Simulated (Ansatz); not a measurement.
Take NiCl2 (space group R-3m, No. 166; a = 3.449 Å, c = 17.185 Å (hexagonal axes); ferromagnetic; layered, stacked along the Cartesian z axis) as the base.

Perturbation: a free-standing slab of 1 layer (3 atoms, 3 a layer) is cut normal to the stacking axis, with 15 Å of vacuum and the in-plane cell relaxed.

Calculations: Kohn–Sham DFT with the r2SCAN+rVV10 functional, run in Ansatz (a first-principles code) with PAW and 500 eV plane waves, scalar-relativistic without spin-orbit coupling.

Q: Give the band edges at the high-symmetry points of the new zone, measured from its valence-band maximum.

A: 
| point | valence edge (eV) | conduction edge (eV) |
|---|---|---|
| Γ | 0.00 | 2.66 |
| M | -0.17 | 2.65 |
| K | -0.65 | 2.52 |

The gap is 2.34 eV, indirect, Γ → Γ–M (43 % along).

Whether these cells are dynamically stable was not tested. No Hubbard U is applied and the magnetic state is the run's own (NiCl2 ferromagnetic); other magnetic orders, which need larger cells, were not tried and can change the gap. A gap here joins edges of opposite spin (a spin-flip gap). k-point labels follow each cell's own Brillouin zone.
